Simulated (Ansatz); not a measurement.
Results of r²SCAN+rVV10 (PAW; Ansatz, a quantum-chemistry and plane-wave program) for GaAs (model structure, started from the BN type, Pm-3n, No. 223, 12 atoms in the cell).

Numerical settings: plane-wave cutoff 560 eV, 6×6×6 k mesh, Fermi–Dirac smearing 0.01 eV, scalar-relativistic PAW data made under PBE.

Cell (relaxed at this level):

```
GaAs
1.0
    6.96558     0.00000     0.00000
    0.00000     6.96558     0.00000
    0.00000     0.00000     6.96558
Ga As
6 6
Cartesian
  1.74140   0.00000   3.48279
  3.48279   1.74140   0.00000
  3.48279   5.22419   0.00000
  5.22419   0.00000   3.48279
  0.00000   3.48279   5.22419
  0.00000   3.48279   1.74140
  1.74140   3.48279   0.00000
  0.00000   1.74140   3.48279
  0.00000   5.22419   3.48279
  5.22419   3.48279   0.00000
  3.48279   0.00000   5.22419
  3.48279   0.00000   1.74140
```

Task: What does this level give for the band gap?

Result: 
band gap: 0.83 eV (direct)

Note: the relaxation could raise the start's symmetry but not lower it, so the cell can be a saddle point.

Spin–orbit coupling is not included.

Computing time: roughly 120 core-seconds.

A model structure was made by putting elements into a prototype or built by hand; it is no filed structure, need not be a known phase, and can be a saddle point held by its symmetry.
